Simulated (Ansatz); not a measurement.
The starting structures come from a database of crystals and need not be the phases stable at ambient conditions.

 Where the default PAW files enter, the runs use the earlier of Ansatz's two default sets.

Evanescent states of Rh2O3 (R-3c, corundum, not sure to be the ambient phase, 10 atoms a cell, 10.6 Å³ an atom) along the normal of (110)

Level of theory: r2SCAN (plane waves, PAW; Ansatz, a program for electronic structure).

The gap is the functional's own. No spin-orbit coupling. Mid-gap values are interpolated on the energy grid.

Energies count from the valence-band top; κ is the least over a 6×4 mesh across the current.

| E (eV) | κ (1/Å) | where |
|---|---|---|
| 0.04 | 0.168 | Γ |
| 0.10 | 0.259 | off Γ |
| 0.17 | 0.265 | off Γ |
| 0.24 | 0.268 | Γ |
| 0.32 | 0.269 | Γ |
| 0.39 | 0.268 | Γ |
| 0.46 | 0.266 | Γ |
| 0.53 | 0.262 | Γ |
| 0.59 | 0.256 | Γ |
| 0.67 | 0.248 | Γ |
| 0.73 | 0.238 | Γ |
| 0.81 | 0.223 | Γ |
| 0.88 | 0.201 | Γ |
| 0.94 | 0.131 | off Γ |

Q: How thick must the barrier be to attenuate the transmission by 10^8 when the electrodes' Fermi level lies at 0.32 eV, and what attenuation does that film give at 0.67 eV?

A: d = 8 ln 10 / (2 × 0.269) = 34.2 Å. At 0.67 eV it gives 8 × 0.248/0.269 = 7.4 decades.
